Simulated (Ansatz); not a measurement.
We consider NiAs-type NiSb, described by LDA (plane waves, PAW; Ansatz, a first-principles code).

Settings: plane-wave cutoff 520 eV, 12×12×8 k mesh (along the axes of the cell as run), Fermi–Dirac smearing 0.1 eV, perturbation theory, force constants from a 6×6×2 q mesh, no spin polarisation, scalar-relativistic PAW data made under PBE.

Question: What does this level give for the zero-point energy?

Answer: 
zero-point energy: 0.029 eV/atom

Spin–orbit coupling is not included.

Cost on a shared machine: very roughly 2.4 core-hours.
